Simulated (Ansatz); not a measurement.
Relaxation of the outer planes of the (331) surface of fcc Ni, ferromagnetic in its 1x1 cell, outermost plane spacing 0.81 Å in the ideal cut.

Level of theory: PBE (plane waves to 420 eV, PAW; Ansatz, a quantum-chemistry and plane-wave program).

Model: 14-atom slab, 10.5 Å thick at the start (thin: gaps and levels are the slab's own), 15x7x1 mesh, Fermi-Dirac 0.1 eV, dipole correction, all atoms relaxed; held to the part of the start's symmetry that mesh and held atoms allow; spin-polarised, no spin-orbit, no U.

```tsv
plane	atoms	bulk spacing to the next (Å)	relaxed spacing (Å)	change (%)	rumpling (Å)
1	Ni	0.807	[?]	[?]	0.00
2	Ni	0.807	0.766	-5.1	0.00
```

### Question
Fill in the missing entries.

### Answer

- 1, relaxed spacing (Å): 0.706
- 1, change (%): -12.5
